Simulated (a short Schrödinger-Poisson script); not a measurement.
# MOS inversion layer, SiO2 on p-type Si(110)

Stack: MOS inversion layer, SiO2 on p-type Si(110), at 400 K.

```csv
layer,material,thickness (nm),Na (cm⁻³)
1,SiO2,2.6,-
2,Si,200,4.5e18
```

Constants are typed, rounded textbook-type inputs, not results; the design itself was drawn at random and stands for no fabricated device. SiO2: permittivity 3.9, conduction-band edge (eV) 3.15, gap (eV) 9, electron mass (mₑ) 0.5. Si: permittivity 11.7, conduction-band edge (eV) 0, gap (eV) 1.124, Nv at 300 K (cm⁻³) 3.1e19.

Channel valleys (confinement mass, in-plane density-of-states mass, number): Δ4 0.315, 0.324, 4; Δ2 0.19, 0.417, 2. At the gate the conduction-band edge of layer 1 lies 3.57 eV − eVg above the Fermi level of the channel; the field vanishes at the back. Gaps are held at their typed values at every temperature. Mesh 0.03 nm at interfaces.

Solved with a short Schrödinger-Poisson script written for these runs: 1D Poisson equation in equilibrium, electrons quantum, Hartree (BenDaniel-Duke, 12 states a valley, the channel's in-plane mass for all, wave functions free to enter the dielectric), parabolic valleys, classical holes, full ionisation, no traps, pinning or gate leakage.

```tsv
Vg (V)	electrons (cm⁻²)	C (μF/cm²)	Δ4 E0 (meV)	Δ4 E1 (meV)	Δ2 E0 (meV)	Δ2 E1 (meV)
0.8	1.69e6	0.483	568.2	723.2	595.3	774.0
0.9	8.82e6	0.469	511.0	672.8	538.9	726.1
1	4.80e7	0.455	452.4	620.6	481.1	676.2
1.1	2.71e8	0.444	392.5	566.8	422.0	624.6
1.2	1.58e9	0.435	331.6	511.6	361.9	571.5
1.3	9.33e9	0.438	270.2	455.7	301.1	517.5
1.4	5.21e10	0.500	210.7	401.3	242.3	464.9
1.5	2.19e11	0.678	160.9	356.1	193.1	421.0
1.6	5.80e11	0.862	127.0	325.9	159.7	391.8
1.7	1.08e12	0.972	105.1	307.1	138.2	373.6
1.8	1.67e12	1.03	89.8	294.6	123.4	361.5
1.9	2.29e12	1.07	78.2	285.8	112.2	353.0
2	2.95e12	1.10	69.1	279.1	103.4	346.6
2.1	3.63e12	1.11	61.4	273.8	96.2	341.6
2.2	4.32e12	1.13	54.9	269.6	90.0	337.6
2.3	5.02e12	1.14	49.2	266.2	84.7	334.3
2.4	5.72e12	1.15	44.1	263.3	79.9	331.6
2.5	6.44e12	1.16	39.4	260.9	75.6	329.3
2.6	7.16e12	1.16	35.2	258.8	71.7	327.3
2.7	7.88e12	1.17	31.3	257.0	68.2	325.7
2.8	8.61e12	1.17	27.7	255.4	64.9	324.2
```

Subbands count from the Fermi level.
